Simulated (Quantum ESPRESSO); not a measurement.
Troubleshooting Quantum ESPRESSO: a failed run on LaSi2Pt2 (P4/nmm, 10 atoms in the cell). The aim is a self-consistent single point with DFT, LDA (PZ), plane waves, GBRV 1.5 ultrasoft (LDA) pseudopotentials.

This input was run:

```fortran
&CONTROL
 calculation = 'scf'
 prefix = 'pwscf'
 outdir = './work'
 pseudo_dir = './'
 tprnfor = .true.
 tstress = .true.
/
&SYSTEM
 ibrav = 6
 A = 4.30594000
 C = 9.86875000
 nat = 10
 ntyp = 3
 ecutwfc = 40
 ecutrho = 320
 occupations = 'smearing'
 smearing = 'fd'
 degauss = 0.0073499
/
&ELECTRONS
 conv_thr = 1.0e-11
 mixing_beta = 0.7
/
ATOMIC_SPECIES
La   138.9055  la_lda_v1.uspp.F.UPF
Si    28.0850  si_lda_v1.uspp.F.UPF
Pt   195.0840  pt_lda_v1.4.uspp.F.UPF
ATOMIC_POSITIONS {angstrom}
La    0.00000000    2.15297000    2.52689344
La    2.15297000    0.00000000    7.34185656
Si    0.00000000    0.00000000    4.93437500
Si    2.15297000    2.15297000    4.93437500
Si    0.00000000    2.15297000    8.60397100
Si    2.15297000    0.00000000    1.26477900
Pt    0.00000000    0.00000000    0.00000000
Pt    2.15297000    2.15297000    0.00000000
Pt    0.00000000    2.15297000    6.12316463
Pt    2.15297000    0.00000000    3.74558538
K_POINTS {automatic}
4 4 2
```

Output (repeated stretches shortened):

```
     This program is part of the open-source Quantum ESPRESSO suite
     for quantum simulation of materials; please cite

 %%%%%%%%%%%%%%%%%%%%%%%%%%%%%%%%%%%%%%%%%%%%%%%%%%%%%%%%%%%%%%%%%%%%%%%%%%%%%%
     Error in routine card_kpoints (1):
      end of file while reading automatic k points
 %%%%%%%%%%%%%%%%%%%%%%%%%%%%%%%%%%%%%%%%%%%%%%%%%%%%%%%%%%%%%%%%%%%%%%%%%%%%%%

     stopping ...
```

From the messages shown, name the fault and mend the input.

The fault is an automatic mesh without its three shifts. The card takes six integers. To fix it, add the shifts. The program stopped before any SCF iteration.

The sound input it was made from differs as follows (other fixes are possible):
```diff
-4 4 2
+4 4 2  1 1 1
```

With that input, the run converged in 17 iterations: free energy E − TS -14789.7211 eV; Fermi level (on the code's own zero) 15.04 eV; pressure -6.61 GPa; largest force (vector length) 0.103 eV/Å (DFT, LDA (PZ), plane waves, GBRV 1.5 ultrasoft (LDA) pseudopotentials).

On the sound input: the starting cell comes from a database of computed structures (which also holds hypothetical and non-ambient phases and stackings), without a prior relaxation at this level. Spin polarisation is off. With a pressure of about -7 GPa the cell is away from its equilibrium volume at this level. Without a gap this mesh is coarse (it stands for a supercell whose shortest vector is 17 Å).
